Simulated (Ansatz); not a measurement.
# Ti3Al under a change: pressure 18 GPa

Start from Ti3Al (space group P6_3/mmc, No. 194; a = 5.747 Å, c = 4.632 Å).

Perturbation: cell and atoms relaxed at a pressure of 18 GPa.

Calculations: Ansatz (an electronic-structure program), r2SCAN, PAW, cutoff 500 eV, without spin-orbit coupling, earlier PAW set. Settings: 10×10×10 k-points, 0.05 eV Fermi–Dirac smearing.

The c/a ratio increases by 0.004, from 0.806 to 0.810 and the shortest interatomic distance falls by 0.116 Å, from 2.813 Å to 2.697 Å. The enthalpy H = E + PV relative to the base's energy amounts to +1.75 eV/atom and the band gap remains zero.

Final structure:

```yaml
crystal:
  lattice:
    - [5.51190, 0.00000, 0.00000]
    - [-2.75595, 4.77345, 0.00000]
    - [0.00000, 0.00000, 4.46649]
  atoms:
    - { symbol: Ti, position: [0.82978, 0.65956, 0.25000] }
    - { symbol: Ti, position: [0.17022, 0.82978, 0.75000] }
    - { symbol: Ti, position: [0.34044, 0.17022, 0.25000] }
    - { symbol: Ti, position: [0.17022, 0.34044, 0.75000] }
    - { symbol: Ti, position: [0.82978, 0.17022, 0.25000] }
    - { symbol: Ti, position: [0.65956, 0.82978, 0.75000] }
    - { symbol: Al, position: [0.33333, 0.66667, 0.25000] }
    - { symbol: Al, position: [0.66667, 0.33333, 0.75000] }
```

Load acts through the strain it causes; cell and atoms are relaxed under it. Stability against distortions was not tested. Competing high-pressure phases were not computed. All final runs are without spin polarisation.
